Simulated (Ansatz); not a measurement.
Ta: element substitutions

The reference is Ta in the bcc (W type) structure (space group Im-3m, No. 229; a = 3.3196 Å).

Each row replaces one element on all its sites; cell and atoms are relaxed.

Method: DFT with PBE, PAW potentials and a 420 eV plane-wave cutoff in Ansatz (an electronic-structure program), no spin-orbit coupling.

```
change       density  shortest interatomic distance
-------  -----------  -----------------------------
base     16.43 g/cm³                        2.875 Å
Ta → W   18.92 g/cm³                        2.757 Å
Ta → V    6.28 g/cm³                        2.596 Å
Ta → Nb   8.51 g/cm³                        2.866 Å
```

Whether these cells are dynamically stable was not tested. Starting moments died away, wholly or in part, for Ta → V; another magnetic solution may exist. All final runs are without spin polarisation.
